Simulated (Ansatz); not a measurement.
# CO on the 1x1 (111) surface of fcc Rh, one in a 2x2 cell, started at the site 'top Rh'

All values below come from PBE (plane waves to 420 eV, PAW; Ansatz, a quantum-chemistry and plane-wave program).

Set-up: 18 atoms, 6.5 Å thick at the start under the adsorbate (thin: gaps and levels are the slab's own); mesh 6x6x1; 0.1 eV smearing; dipole correction on; 8 atoms held, the rest relaxed; symmetry of the start imposed; no spin, no spin-orbit, no U, no dispersion correction. At the end it is bonded to Rh. In PBE it is, or lies within 0.03 eV of, the lowest of the starts that converged.

```
Property                                                                                                                                                          Result
--------------------------------------------------------------------------------------  --------------------------------------------------------------------------------
adsorption energy against CO(g)                                                                                                                                 -1.88 eV
work function of the top face                                                                                                                                    5.70 eV
change of the work function                                                                                                                                      0.56 eV
change of the step from the bottom to the top vacuum level, against the clean slab                                                                               0.56 eV
energy released by relaxation                                                                                                                                    1.63 eV
height of the binding atom over the mean of the host atoms within 0.3 Å of the top one                                                                           1.989 Å
nearest host atoms of the binding atom                                                                                          Rh at 1.83 Å, Rh at 3.39 Å, Rh at 3.39 Å
largest move of a host atom                                                                                                                                       0.20 Å
caution                                                                                 the clean host was not checked against rearrangement in a larger or rattled cell
cost                                                                                                                                       around 6 core-minutes (rough)
```

A negative adsorption energy means that the adsorbate is more stable on the surface than in its reference.
